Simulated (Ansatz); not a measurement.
Gap of zinc blende MgSe, (110) cell (MgSe held in this type, which need not be the stable form), on one geometry relaxed at PBE.

Values marked by level come from r2SCAN (plane waves to 500 eV, PAW; Ansatz, a program for electronic structure); HSE06 (plane waves to 420 eV, PAW; Ansatz). Geometries and values that name no level are of the first. No spin–orbit coupling. Its k-point mesh 7×5×7, Fermi–Dirac width 0.01 eV. HSE06 ran on meshes of its own (5×4×5); its edges and gaps are taken over the mesh and over extra points off it, mostly where PBE has its edges.

| level | gap (eV) |
|---|---|
| r2SCAN | [?] |
| HSE06 | 3.51 |

**Question.** Complete the blanks.

**Answer.** 
- r2SCAN, gap (eV): 3.22
